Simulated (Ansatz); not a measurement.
Response to strain in Rh

Base system: Rh in the fcc (Cu type) structure (space group Fm-3m, No. 225; a = 3.802 Å; relaxed with 0.1 eV smearing). Axes: x, y, z lie along the cube axes.

Strains are applied to the cell and any free atomic positions relax.

Method: r2SCAN (Ansatz, an electronic-structure program), without spin-orbit coupling.

Notes on the quantities. energy relative to the base: free energy F; pressure: mean of the normal stresses, compression positive.

```
case                            energy relative to the base  pressure  volume per atom
------------------------------  ---------------------------  --------  ---------------
base                                             0 meV/atom   0.0 GPa         13.73 Å³
uniaxial strain ε_zz = −3.00 %                 +18 meV/atom   9.4 GPa         13.32 Å³
uniaxial strain ε_zz = −2.50 %                 +13 meV/atom   7.7 GPa         13.39 Å³
uniaxial strain ε_zz = −2.00 %                +7.9 meV/atom   6.0 GPa         13.46 Å³
uniaxial strain ε_zz = −1.50 %                +4.4 meV/atom   4.4 GPa         13.53 Å³
uniaxial strain ε_zz = −1.00 %                +1.9 meV/atom   2.9 GPa         13.60 Å³
uniaxial strain ε_zz = −0.50 %                +0.5 meV/atom   1.4 GPa         13.67 Å³
```

Whether these cells are dynamically stable was not tested. All final runs are without spin polarisation.
